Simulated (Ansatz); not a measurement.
The parent structure is BeTe in the rock salt structure (space group Fm-3m, No. 225; a hypothetical phase, not in the database extracts checked).

```yaml
crystal:
  lattice:
    - [0.00000, 2.68505, 2.68505]
    - [2.68505, 0.00000, 2.68505]
    - [2.68505, 2.68505, 0.00000]
  atoms:
    - { symbol: Te, position: [0.00000, 0.00000, 0.00000] }
    - { symbol: Be, position: [0.50000, 0.50000, 0.50000] }
```

The other end (x = 1) is BeSn in the rock salt structure (space group Fm-3m, No. 225; a hypothetical phase, not in the database extracts checked): 18.05 Å³/atom, gap zero; this end may not be an ambient phase.

Calculations: Ansatz (a first-principles code), r2SCAN, PAW, cutoff 500 eV, no SOC.

Sn replaces a fraction x of Te; each row is one arrangement (x, atoms in the cell, starting space group or random), fully relaxed.

One change was made to it. Results:

| quantity | base | after |
|---|---|---|
| mean first-shell distances | – | Te–Be 2.627 Å (end compound 2.685 Å), Sn–Be 2.627 Å (end compound 2.623 Å) |
| volume per atom | 19.36 Å³ | 18.14 Å³ |
| mixing energy (to 0.01 eV only: unlike meshes or grids) (against an end that may be hypothetical) | – | +0.03 eV/atom |

Question: What was done to the base?
(A) x(Sn) = 0.333, 6 atoms, Immm
(B) x(Sn) = 0.75, 8 atoms, Pm-3m
(C) x(Sn) = 0.5, 8 atoms, C2/m
(D) x(Sn) = 0.5, 4 atoms, P4/mmm

Answer: B, x(Sn) = 0.75, 8 atoms, Pm-3m. For comparison, the mean first-shell distances in the other runs: x(Sn) = 0.5, 4 atoms, P4/mmm gives Te–Be 2.640 Å (end compound 2.685 Å), Sn–Be 2.640 Å (end compound 2.623 Å); x(Sn) = 0.5, 8 atoms, C2/m gives Te–Be 2.615 Å (end compound 2.685 Å), Sn–Be 2.727 Å (end compound 2.623 Å); x(Sn) = 0.333, 6 atoms, Immm gives Te–Be 2.634 Å (end compound 2.685 Å), Sn–Be 2.703 Å (end compound 2.623 Å).

These are small ordered cells, not random alloys; other orderings at the same x differ. No phonon test of stability was made. All final runs are without spin polarisation.
